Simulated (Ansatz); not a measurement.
For NiGe (Pnma, No. 62, 8 atoms in the cell; start mp-1099), PBE (Ansatz, a first-principles code, PAW) gives:

- volume per atom: 13.73 Å³/atom
- enthalpy of formation: -0.304 eV/atom

Task: What does r²SCAN+rVV10 (Ansatz, plane waves, PAW) give for the same quantities?

Result: 
- equilibrium volume per atom: 13.15 Å³/atom (drops by 4.2 %)
- formation enthalpy: -0.285 eV/atom (moves by +0.019 eV/atom)

Changes are worked out from the printed values.

Unless a cell is named, each level is at its own relaxed cell (PBE 13.73, r²SCAN+rVV10 13.15 Å³/atom).

The crystal itself was run without spin with PBE, r²SCAN+rVV10; a magnetic state was not tried in these runs.

Caveats: the relaxation could not lower the start's symmetry, so the cell can be a saddle point above a distorted one (PBE, r²SCAN+rVV10). Ansatz's density-functional and Hartree–Fock values are scalar-relativistic unless marked +SOC, with PAW data made under PBE.

A start named mp-… is a Materials Project structure, which need not be a measured phase.
